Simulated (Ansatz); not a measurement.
GeS₂ (P4₂/nmc, No. 137, 6 atoms in the cell; start mp-1071032) was calculated with PBEsol (PAW; Ansatz, an electronic-structure program).

Settings: plane-wave cutoff 500 eV, 12×12×4 k mesh (along the axes of the cell as run), gaussian smearing 0.02 eV, scalar-relativistic PAW data made under PBE.

Cell (relaxed at this level):

```xyz
6
Lattice="3.4701 0.0000 0.0000 0.0000 3.4701 0.0000 0.0000 0.0000 11.0824" Properties=species:S:1:pos:R:3 pbc="T T T"
Ge     0.0000     0.0000     5.5412
Ge     1.7350     1.7350     0.0000
S      0.0000     1.7350     9.6619
S      0.0000     1.7350     4.1207
S      1.7350     0.0000     6.9617
S      1.7350     0.0000     1.4205
```

Task: Predict the band gap.

Result: 
- band gap: 1.01 eV (on the SCF k mesh)

Note: the relaxation could not lower the start's symmetry, so the cell can be a saddle point above a distorted one; the cell has widely spaced layers and the level no dispersion term, so their spacing and the moduli can rest on weak binding.

Spin–orbit coupling is not included.

The computed numbers hold no vibrational or temperature effects.

Computing time: about 7 core-minutes (a rough figure).

A start named mp-… is a Materials Project structure, which need not be a measured phase.
